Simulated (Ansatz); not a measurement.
**LuN in the zinc blende structure (space group F-43m, No. 216; a hypothetical phase, not in the database extracts checked)**

Space group F-43m (No. 216); a = 5.134 Å, b = 5.134 Å, c = 5.134 Å, α = 90.00°, β = 90.00°, γ = 90.00°

```
atom  site  symmetry       x       y       z
----  ----  --------  ------  ------  ------
N       4c      -43m  0.2500  0.2500  0.2500
Lu      4a      -43m  0.0000  0.0000  0.0000
```
(The calculation used a cell of 2 atoms; values per cell refer to that cell.)

Method: DFT with PBE, PAW potentials and a 420 eV plane-wave cutoff in Ansatz (a first-principles code), scalar-relativistic without spin-orbit coupling. Γ-centred 11×11×11 mesh, Fermi–Dirac width 0.05 eV.

Volume per atom: 16.91 Å³
Density: 9.28 g/cm³
Band gap: 2.12 eV, indirect, W → Γ
Electron mass: 0.30 mₑ
Total energy: -7559.724 eV/atom (σ→0; compares only within this code and set-up)

Masses are band curvatures over ±0.01 Å⁻¹ around the edge. Whether these cells are dynamically stable was not tested.
